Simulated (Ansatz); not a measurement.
## A constructed model of the (111) surface of fcc Au, a pseudomorphic layer of V in the host's stacking (bottom of the slab: a bare face, its two planes held)

Calculation: PBE (plane waves to 420 eV, PAW; Ansatz, an electronic-structure program).

Set-up: 7 atoms, 14.5 Å thick at the start; mesh 15x15x1; 0.1 eV smearing; dipole correction on; 2 atoms held, the rest relaxed; start symmetry kept, larger cells not searched; spin-polarised, ending with about 2.0 μB a cell; orders that need a larger cell were not tried, no spin-orbit, no U. It is one candidate, not shown to be the stable structure of the face.

The work function of the top face is 4.47 eV and the energy released by relaxation is 0.19 eV. The magnetic moment of the cell is 2.03 μB and the cost comes out as very roughly 5 core-minutes.
